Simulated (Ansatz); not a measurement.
**GaN under a change: isotropic strain +0.60 %**

Consider GaN in the wurtzite structure (space group P6_3mc, No. 186; a = 3.183 Å, c = 5.185 Å).

Perturbation: every lattice vector is stretched by 0.60 %; the atoms relax in the strained cell.

All numbers come from Ansatz (an electronic-structure program), PBEsol, PAW, cutoff 420 eV, no spin-orbit coupling. Γ-centred 12×12×7 mesh, Fermi–Dirac width 0.05 eV.

Volume per atom: 11.58 Å³ (base 11.37 Å³)
Space group: P6_3mc (No. 186) (base P6_3mc (No. 186))
Shortest interatomic distance: 1.957 Å (base 1.946 Å)
Energy relative to the base (free energy F): +2.1 meV/atom
Pressure (mean of the normal stresses, compression positive): -3.25 GPa (base 0.00 GPa)
Band gap: 1.76 eV (base 1.88 eV)
Gap character: direct at Γ (base direct at Γ)
Mean gap deformation potential ΔEg/Δln V: -6.6 eV
Width of the top valence band: 2.76 eV (base 2.82 eV)
Electron mass: 0.15 mₑ along c, 0.16 mₑ across (at Γ) (base 0.16 mₑ along c, 0.17 mₑ across (at Γ))
Valence-band top at Γ (three highest levels, from the VBM): 0.00, 0.00, -0.04 eV (base 0.00, 0.00, -0.04 eV)

Final structure:

```yaml
crystal:
  lattice:
    - [3.20167, 0.00000, 0.00000]
    - [-1.60084, 2.77273, 0.00000]
    - [0.00000, 0.00000, 5.21654]
  atoms:
    - { symbol: Ga, position: [0.33333, 0.66667, 0.00019] }
    - { symbol: Ga, position: [0.66667, 0.33333, 0.50019] }
    - { symbol: N, position: [0.33333, 0.66667, 0.37681] }
    - { symbol: N, position: [0.66667, 0.33333, 0.87681] }
```

Cost of the whole job for the changed cell (relaxation, final SCF and bands): around 18 core-seconds (rough).

Masses are band curvatures over ±0.01 Å⁻¹ around the edge. Whether these cells are dynamically stable was not tested.
